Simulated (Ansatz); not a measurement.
Response to strain in TiC

Consider TiC in the rock salt structure (space group Fm-3m, No. 225; relaxed with 0.1 eV smearing).

```xyz
2
Lattice="0.0000 2.1639 2.1639 2.1639 0.0000 2.1639 2.1639 2.1639 0.0000" Properties=species:S:1:pos:R:3 pbc="T T T"
Ti     0.0000     0.0000     0.0000
C      2.1639     2.1639     2.1639
```

Cartesian axes are those of the cell as printed.

Strains are applied to the cell and any free atomic positions relax; under biaxial strain the out-of-plane vector relaxes too.

Computed with r2SCAN in Ansatz (plane waves to 500 eV, PAW, without spin-orbit coupling).

Candidates:
(a) biaxial strain −2.50 %, plane normal [001], relaxed out of plane
(b) biaxial strain −1.50 %, plane normal [001], relaxed out of plane
(c) biaxial strain −2.00 %, plane normal [001], relaxed out of plane

Q: Order them by out-of-plane strain, lowest first.

A: (b) biaxial strain −1.50 %, plane normal [001], relaxed out of plane (+0.76 %), (c) biaxial strain −2.00 %, plane normal [001], relaxed out of plane (+1.03 %), (a) biaxial strain −2.50 %, plane normal [001], relaxed out of plane (+1.30 %)

Whether these cells are dynamically stable was not tested. All final runs are without spin polarisation.

Ansatz is a program for electronic structure.
